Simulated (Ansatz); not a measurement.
System: interstitial Cl in fcc Pt (neutral cell). The step: several atoms move together, Cl the farthest; the atom moves 1.71 Å along (0.25, -0.25, 0.25) of the unit cell; the moving atom starts with neighbours 4 Pt at 2.12 Å and ends with 6 Pt at 2.30 Å. DFT values are from Ansatz (plane-wave PAW, 420 eV unless said) in a cell of 32 host sites, spin-restricted, static, with no finite-size correction. Sites that were not tried may lie lower. For the PBE band: the saddle point's order was not checked, and it lies on a symmetry element of the cell, where a band can be held.

```
Level                                                                           Forward barrier (eV)  Cost of the band or of the saddle's single point
------------------------------------------------------------------------------  --------------------  ------------------------------------------------
CHGNet universal potential (has no charge state), its own band                                  0.32                                                 -
PBE, a 2×2×2 k-point mesh shifted by half a step, band relaxed                                  0.78            about 29 core-minutes (a rough figure)
PBE, a 4×4×4 k-point mesh shifted by half a step, same geometries                               0.82                    around 11 core-minutes (rough)
r2SCAN at 500 eV, a 2×2×2 k-point mesh shifted by half a step, same geometries                  0.83                     around 4 core-minutes (rough)
```

Ansatz is an electronic-structure program.
